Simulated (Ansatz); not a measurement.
**ZrSe2 (model structure, started from the anatase type, I4₁/amd, No. 141, 6 atoms in the cell): formation enthalpy by level of theory**

No measured value is used here.

```json
[
 {"level (code)": "PBE (Ansatz)", "value (eV/atom)": "-1.210"},
 {"level (code)": "PBEsol (Ansatz)", "value (eV/atom)": "-1.199"},
 {"level (code)": "PBE-D3(BJ) (Ansatz)", "value (eV/atom)": "-1.187"}
]
```

Each level is taken at its own relaxed cell. Ansatz's density-functional and Hartree–Fock values are scalar-relativistic unless marked +SOC, with PAW data made under PBE.

A model structure was made by putting elements into a prototype or built by hand; it is no filed structure, need not be a known phase, and can be a saddle point held by its symmetry.

Ansatz is a first-principles code.
